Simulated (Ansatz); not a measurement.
Start from AlP in the zinc blende structure (space group F-43m, No. 216; a = 5.4703 Å). Axes: x, y, z lie along the cube axes.

All numbers come from PBEsol (Ansatz, a first-principles code), spin-orbit coupling left out, earlier PAW set.

For the base:

| Property | Value |
|---|---|
| Shortest interatomic distance | 2.369 Å |
| Band gap | 1.45 eV |
| Valence-band top at Γ | 0.00, 0.00, 0.00 eV |

The change: a pure shear with ε_yz = ε_zy = 0.0354, atoms relaxed at fixed cell.

Problem. What does the calculation give for the stress, shortest interatomic distance, band gap and valence-band top at Γ after the change?

Solution. The stress (xx, yy, zz, yz, xz, xy; compression positive) amounts to (-0.15, 0.12, 0.12, -4.24, 0.00, 0.00) GPa; the shortest interatomic distance shrinks by 0.020 Å, from 2.369 Å to 2.349 Å; the band gap decreases by 0.55 eV (1.45 eV → 0.90 eV); the valence-band top at Γ (three highest levels, from the VBM) changes from 0.00, 0.00, 0.00 eV to 0.00, -0.35, -0.60 eV.

The cells carry an imposed strain or load. Whether these cells are dynamically stable was not tested.
